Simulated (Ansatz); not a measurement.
Start from Pt in the fcc (Cu type) structure (space group Fm-3m, No. 225; a = 3.9198 Å; relaxed with 0.1 eV smearing). Axes: x, y, z lie along the cube axes.

Calculations: plane-wave PAW DFT at the PBEsol level (Ansatz, an electronic-structure program, 420 eV), no spin-orbit coupling.

Before the change:

- Shortest interatomic distance: 2.772 Å

Modification: tensile biaxial strain of 2.50 % in the plane normal to [111], as in epitaxy on a mismatched substrate; the out-of-plane cell vector and the atoms relax.

Question: What happens to the energy relative to the base?

Answer: The energy increases by 20 meV/atom.

Question: Estimate the effect on the shortest interatomic distance.

Answer: The shortest interatomic distance shrinks by 0.025 Å, from 2.772 Å to 2.747 Å.

Stability against distortions was not tested. All final runs are without spin polarisation. Pt lies near a magnetic instability that expansion can trigger; it was not tested.
